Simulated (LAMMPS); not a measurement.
Fault surfaces of Al (fcc) on several planes, rigid shifts with relaxation along the normal.

Method: classical force field (static), pair style eam/fs, file AlFe_mm.eam.fs (LAMMPS).

| plane | largest on the first line | largest on the surface | first line along |
|---|---|---|---|
| (001) | 385 mJ/m² | 659 mJ/m² | [1-10] |
| (110) | 896 mJ/m² | - | [001] |
| (111) | 290 mJ/m² | 398 mJ/m² | [1-10] |

Caution: the potential EAM-type AlFe_mm.eam.fs is made for dilute Fe in Al.

Caution (row (110)): where the halves part fully, the energy levels off at that of two free surfaces and is no fault energy.
